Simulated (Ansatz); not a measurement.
The parent structure is LuAlO₃ (space group P6_3/mmc, No. 194; a = 3.3661 Å, c = 11.4733 Å; a cell from a computed database, its experimental status unchecked).

All numbers come from Ansatz (an electronic-structure program) PBEsol, without spin-orbit coupling.

Base values:

- Lattice parameter a: 3.366 Å
- Band gap: 3.41 eV

Now apply this change: hydrostatic tension (pressure −2 GPa).

### Question
What happens to the lattice parameter a and band gap?

### Answer
The lattice parameter a increases by 0.013 Å to 3.379 Å; the band gap decreases by 0.058 eV to 3.36 eV.

Load acts through the strain it causes; cell and atoms are relaxed under it. Stability against distortions was not tested.
